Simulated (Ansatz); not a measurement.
**Al2O3: band gap against strain**

Al2O3 (corundum, R-3c, 8.562 Å³/atom at rest, c along z) under an equal strain ε along all three axes. PBEsol in Ansatz, a plane-wave DFT program (PAW, default set), 420 eV, 8×8×8 Γ-centred mesh, Fermi-Dirac smearing 0.05 eV; ions are relaxed within the symmetry of each cell. Gaps are the smallest over the k-mesh and a band path, without spin-orbit coupling; in all rows the valence edge lies at Γ and the conduction edge at Γ.

Here s stands for strain and Eg for gap.

```csv
strain (%),gap (eV)
-3.00,?
-2.25,6.887
-1.50,6.594
-0.75,6.308
0.00,6.030
```

The 4 complete rows are fitted with a straight line, Eg against s. Means: s -1.1250, Eg 6.4548. About the means, the sum of products is -1.0714 and the sum of squares of s is 2.8125; the slope is their ratio. Least squares gives Eg = 6.0262 - 0.38093·s. Residuals (row less fit): 0.0037, -0.0036, -0.0039, 0.0038; standard error 0.0053 (degrees of freedom: 2). Over these rows the gap moves by -38 ± 0.3 eV per unit strain, or -13 eV per unit of ln V.

Predict the withheld Eg at s = -3.00 from the fit, and compare with the calculation.

Eg = 6.0262 - 0.38093 × (-3.00) = 7.1690 eV. The calculation gives 7.185 eV, 0.0160 eV above the prediction (1.4 % of the range of Eg in the table). The row lies outside the fitted rows, so this is an extrapolation. From the scatter of the fitted rows alone, a prediction at this place has a standard error of 0.0084 eV, so the miss is 1.9 times that.

One order more, fitted to all 5 runs of the series, follows each within 0.001, so the miss is the next term of a smooth law. Other structures, which can take over under pressure, weren't tried. Rows are the converged runs of the series near zero and its far end; series whose fitted rows scatter by over a few per cent of the range, as at a crossing or softening among them, aren't shown in this form. Most that stay on the fit to the last digits aren't either.
